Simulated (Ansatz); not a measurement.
Subject: the reaction energy. Reaction: 3 Si (diamond) + 4 GaN (wurtzite) → 4 Ga (Cmce) + Si3N4 (P6₃/m). A negative value means that the right-hand side lies lower.

Ga (Cmce), 4 atoms in the cell, k-point mesh 16×16×14 on the run's own vectors. Conventional cell: a = 4.5931 Å, b = 7.7357 Å, c = 4.5765 Å, α = β = γ = 90.00°.

Si3N4 (P6₃/m), 14 atoms in the cell, k-point mesh 12×6×6 on the run's own vectors.
Space group P6₃/m (No. 176); a = 7.6622 Å, b = 7.6622 Å, c = 2.9262 Å, α = 90.00°, β = 90.00°, γ = 120.00°

```
atom  site  symmetry       x       y       z
----  ----  --------  ------  ------  ------
Si      6h       m..  0.4061  0.2310  0.2500
N       2d      -6..  0.6667  0.3333  0.2500
N       6h       m..  0.0309  0.3300  0.2500
```

Si (diamond, Fd-3m), 2 atoms in the cell, k-point mesh 10×10×10 on the run's own vectors. Conventional cell: a = 5.470 Å, b = 5.470 Å, c = 5.470 Å, α = 90.00°, β = 90.00°, γ = 90.00°.

GaN (wurtzite, P6₃mc), 4 atoms in the cell, k-point mesh 12×12×8 on the run's own vectors.
GaN has the hexagonal space group P6₃mc (No. 186), the wurtzite structure, Pearson symbol hP4. Conventional cell: a = b = 3.2186 Å, c = 5.2435 Å, α = β = 90.00°, γ = 120.00°. Ga on 2b sees 4 N at 1.967–1.976 Å (tetrahedral). N on 2b sees 4 Ga at 1.967–1.976 Å (tetrahedral). (Neighbours: up to the widest gap in distance over summed covalent radii, below 1.35, at either atom; cation-cation and far metal-metal contacts left out.)

Computed with Ansatz (plane waves, PAW), its PAW set soft_1, cutoff 420 eV, 500 eV for r2SCAN. The structures are at rest with PBE; other levels are single points on them. HSE06 runs on coarser k-point meshes, mended by the PBE difference between the two meshes. Some cells are metallic or hold partly filled levels, where a hybrid on a coarse mesh is less sure. Neutral cells; Fermi-Dirac smearing of at most 0.10 eV in the solids, energies taken to zero width. The lattices are those relaxed with PBE, so at other levels the solids can be strained, which adds to the spread. A dispersion term (D3(BJ), or D4 for r2SCAN) was computed beside these levels and is taken off wherever the name lacks it. No zero-point or thermal terms. The structures are the rest points that the relaxations reached, not proven lowest.

Q: Predict the value from r2SCAN.

A: -3.74 eV, for 3 Si (diamond) + 4 GaN (wurtzite) → 4 Ga (Cmce) + Si3N4 (P6₃/m).

Q: How does the value move with the functional?

A: 
```
Level  value (eV)  less r2SCAN
-----  ----------  -----------
HSE06       -3.86        -0.12
```

The levels shown span 0.12 eV, from HSE06 (-3.86) to r2SCAN (-3.74).

Ansatz is a program for electronic structure.
